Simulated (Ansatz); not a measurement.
Start from TiN in the rock salt structure (space group Fm-3m, No. 225; a = 4.234 Å; relaxed with 0.1 eV smearing). Axes: x, y, z lie along the cube axes.

Calculations: r2SCAN in Ansatz (plane waves to 500 eV, PAW, no spin-orbit coupling), earlier PAW set.

Strains are applied to the cell and any free atomic positions relax; under biaxial strain the out-of-plane vector relaxes too.

One change was made to it. Results:

The energy increases by 13 meV/atom; the shortest interatomic distance falls by 0.016 Å to 2.101 Å.

Problem. Which change produced these results?
A. strain tensor (xx, yy, zz, yz, xz, xy) = (−0.76, −0.70, +2.36, +0.79, +0.10, +1.10) %
B. biaxial strain +0.93 %, plane normal [110], relaxed out of plane
C. isotropic strain −0.54 %
D. biaxial strain −2.49 %, plane normal [001], relaxed out of plane
E. biaxial strain −4.88 %, plane normal [001], relaxed out of plane

Solution. A, strain tensor (xx, yy, zz, yz, xz, xy) = (−0.76, −0.70, +2.36, +0.79, +0.10, +1.10) %. For comparison, the energy relative to the base in the other runs: biaxial strain −2.49 %, plane normal [001], relaxed out of plane gives +28 meV/atom; biaxial strain −4.88 %, plane normal [001], relaxed out of plane gives +118 meV/atom; biaxial strain +0.93 %, plane normal [110], relaxed out of plane gives +3.1 meV/atom; isotropic strain −0.54 % gives +2.3 meV/atom.

A biaxial case was relaxed in a doubled cell and then solved in the primitive one. Stability against distortions was not tested. The final runs are not spin-polarised. An odd electron count without spin: TiN.

Ansatz is a quantum-chemistry and plane-wave program.
